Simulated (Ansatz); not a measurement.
# Stackings of arsenene on arsenene

Shifts are of the upper layer in fractions of its own cell; each row is held in its registry by symmetry or ends near it. The vacuum step is the top level less the bottom one. Sheets (arsenene a predicted or substrate-bound sheet, here free).

Levels used, each named beside its values: PBE+D3(BJ) (plane waves to 420 eV, PAW; Ansatz, a program for electronic structure); PBE (plane waves to 420 eV, PAW; Ansatz); r2SCAN (plane waves to 500 eV, PAW; Ansatz). Geometries and values that name no level are of the first. No spin–orbit coupling; PBE gaps are too small against experiment. A dipole correction is on.

| registry and contact | space group | spacing (Å) | energy over the lowest (meV/Å²) | vacuum step (eV) | PBE gap (eV) |
|---|---|---|---|---|---|
| antiparallel, no shift; facing As atop As | P-6m2 | 3.84 | 11.5 | 0.00 | 1.28 |
| antiparallel, shifted by (1/3,2/3); facing atoms over hollows or bridges | P3m1 | 2.80 | 0.0 | -0.14 | 0.56 |
| parallel, no shift; facing atoms over hollows or bridges | P-3m1 | 2.98 | 1.6 | 0.00 | 0.73 |
| parallel, shifted by (1/3,2/3); facing As atop As | P-3m1 | 3.77 | 11.0 | 0.00 | 1.27 |
| parallel, shifted by (2/3,1/3); facing atoms over hollows or bridges | P-3m1 | 2.69 | 2.6 | 0.00 | 0.45 |
